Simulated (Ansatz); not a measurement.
Pressure series in TiAl

Base system: TiAl (space group P4/mmm, No. 123; a = 2.824 Å, c = 4.071 Å).

Cell and atoms are relaxed at each pressure.

Level of theory: plane-wave PAW DFT at the PBE level (Ansatz, an electronic-structure program, 420 eV), no spin-orbit coupling, earlier PAW set.

Notes on the quantities. enthalpy: H = E + PV relative to the base's energy.

| change | enthalpy | lattice parameter a |
|---|---|---|
| base | – | 2.824 Å |
| pressure −2 GPa | -0.20 eV/atom | 2.841 Å |
| pressure −1 GPa | -0.10 eV/atom | 2.832 Å |
| pressure 0.9 GPa | +0.09 eV/atom | 2.817 Å |
| pressure 2.1 GPa | +0.21 eV/atom | 2.808 Å |
| pressure 4.5 GPa | +0.45 eV/atom | 2.790 Å |
| pressure 9 GPa | +0.88 eV/atom | 2.760 Å |
| pressure 15 GPa | +1.44 eV/atom | 2.726 Å |
| pressure 22.5 GPa | +2.10 eV/atom | 2.688 Å |
| pressure 30 GPa | +2.75 eV/atom | 2.657 Å |

Load acts through the strain it causes; cell and atoms are relaxed under it. No phonon test of stability was made. Competing high-pressure phases were not computed. The final runs are not spin-polarised.
